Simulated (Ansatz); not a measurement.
Cost and result by functional for the surface energy, mean of two unlike faces, of the (001) surface of chalcopyrite CuGaSe2 in its 1x1 cell (cut with top plane Cu + Ga, bottom plane 2 Se), relaxed from an ideal cut (the real face may reconstruct), with unlike faces, outermost plane spacing 1.41 Å in the ideal cut (in the relaxation 1 Se–Se bonds formed), in Ansatz (plane waves, PAW). Single points on the PBE structure, on one kind of machine; costs are rough ratios of the slab run's core time (references not counted) to the cheapest single point. r2SCAN's cost holds its higher cutoff (500 against 420 eV). Differences are taken against r2SCAN for comparison alone: no measured value is at hand, so the table doesn't rank accuracy.

Slab: 24 atoms, Cu6Ga6Se12, 15.5 Å thick at the start; k 5x5x1, smearing 0.025 eV, dipole-corrected; all atoms relaxed; symmetry of the start imposed; no spin, no spin-orbit, no U. These notes are the PBE run's.

```json
[
 {"functional": "RPBE", "relative cost": "1", "surface energy, mean of two unlike faces, (J/m²)": "0.58", "less r2SCAN (J/m²)": "-0.34"},
 {"functional": "LDA", "relative cost": "1", "surface energy, mean of two unlike faces, (J/m²)": "1.01", "less r2SCAN (J/m²)": "0.08"},
 {"functional": "PBEsol", "relative cost": "1", "surface energy, mean of two unlike faces, (J/m²)": "0.89", "less r2SCAN (J/m²)": "-0.04"},
 {"functional": "r2SCAN", "relative cost": "2", "surface energy, mean of two unlike faces, (J/m²)": "0.93", "less r2SCAN (J/m²)": "0.00"},
 {"functional": "PBE (the relaxed run's value)", "relative cost": "–", "surface energy, mean of two unlike faces, (J/m²)": "0.73", "less r2SCAN (J/m²)": "-0.20"}
]
```

The values span 0.43 J/m², while the single points' costs differ by a factor of roughly 2. Differences are of unrounded values.

Ansatz is a first-principles code.
